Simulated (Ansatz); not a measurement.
For AlP (model structure, from the NiAs type, P6₃/mmc, No. 194), PBEsol (PAW; Ansatz, an electronic-structure program) gives:

```
Item                       Result
-------------------  ------------
lattice constant a        3.580 Å
lattice parameter c       5.726 Å
cohesive energy      4.26 eV/atom
```

Q: What does PBE-D3(BJ) (PAW; Ansatz) give for the same quantities?

A: 
- lattice constant a: 3.564 Å (falls by 0.4 %)
- lattice parameter c: 5.688 Å (shrinks by 0.7 %)
- cohesive energy: 4.24 eV/atom (hardly moves)

Changes are worked out from the printed values.

Unless a cell is named, each level is at its own relaxed cell (PBEsol 15.89, PBE-D3(BJ) 15.64 Å³/atom).

Ansatz's density-functional and Hartree–Fock values are scalar-relativistic unless marked +SOC, with PAW data made under PBE.

A model structure was made by putting elements into a prototype or built by hand; it is no filed structure, need not be a known phase, and can be a saddle point held by its symmetry.
